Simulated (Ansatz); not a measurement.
The reference is Sc in the hcp (Mg type) structure (space group P6_3/mmc, No. 194; a = 3.2754 Å, c = 5.1051 Å; relaxed with 0.1 eV smearing). Axes: x lies along a and z along c of the hexagonal cell.

Computed with plane-wave PAW DFT at the PBEsol level (Ansatz, an electronic-structure program, 420 eV), no spin-orbit coupling.

Now apply this change: the cell is stretched by 3.00 % along z with no lateral relaxation; the atoms relax in the strained cell.

Question: Predict the stress tensor and what it implies for the stiffness.

Answer: Stress of the strained cell less that of the base (GPa, compression positive):
```
   -0.8     0.0     0.0
    0.0    -0.8     0.0
    0.0     0.0    -2.9
```

Then −Δσ_ii/ε with ε = 0.0300 gives secant stiffness values (nonlinear terms included at this strain): C33 ≈ 96 GPa, C13 ≈ 28 GPa and C23 ≈ 28 GPa.

As a check, the harmonic strain energy −½ V₀ Δσ:ε is 6.4 meV/atom; the computed energy rise is 6.6 meV/atom.

No phonon test of stability was made. The final runs are not spin-polarised.
